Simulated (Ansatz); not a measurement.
Given:

```
CELL_PARAMETERS angstrom
      2.75233     0.00000     0.00000
      0.00000     2.75233     0.00000
      0.00000     0.00000     4.02394
ATOMIC_POSITIONS crystal
  Ti 0.00000 0.00000 0.00000
  Al 0.50000 0.50000 0.50000
```

No spin polarisation.

Level of theory: Kohn–Sham DFT with the LDA functional, run in Ansatz (a quantum-chemistry and plane-wave program) with PAW and 420 eV plane waves, no spin-orbit coupling. k-mesh 21×21×15 (Γ-centred); smearing 0.1 eV (Fermi–Dirac).

Task: Predict the band gap and in-plane stress.

Result: The band gap is zero. The mean in-plane stress (compression positive) comes out as +0.9 GPa.

The cells carry an imposed strain or load. Stability against distortions was not tested. All final runs are without spin polarisation. The cell was made from TiAl (space group P4/mmm, No. 123) by this change: biaxial strain −0.50 %, plane normal [001], relaxed out of plane.
